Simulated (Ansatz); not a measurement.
The parent structure is Pt in the fcc (Cu type) structure (space group Fm-3m, No. 225; a = 3.970 Å).

(Cell as relaxed with PBE.)

Levels (all Ansatz, a first-principles code, PAW, earlier PAW set): PBE (420 eV, no SOC); PBEsol (420 eV, no spin-orbit coupling).

Each level relaxes its own structure.

```json
[
 {"base": "volume per atom", "PBE": "15.64 Å³", "PBEsol": "15.04 Å³"},
 {"base": "lattice parameter a", "PBE": "3.970 Å", "PBEsol": "3.918 Å"},
 {"base": "band gap", "PBE": "zero", "PBEsol": "zero"}
]
```

Perturbation: cell and atoms relaxed at a pressure of 75 GPa.

```tsv
quantity	PBE	PBEsol
lattice parameter a	3.734 Å	(withheld)
band gap	zero	(withheld)
```

**Question.** Given the PBE results, estimate those of PBEsol.

**Answer.** 
- lattice parameter a, PBEsol: 3.705 Å
- band gap, PBEsol: zero

PBE's lattice parameter a lies 0.0283 Å above PBEsol's (0.8 %); the two agree on the band gap. Neither level is exact; PBEsol is the comparison here, not a measurement.

Load acts through the strain it causes; cell and atoms are relaxed under it. Whether these cells are dynamically stable was not tested. Competing high-pressure phases were not computed. The final runs are not spin-polarised.
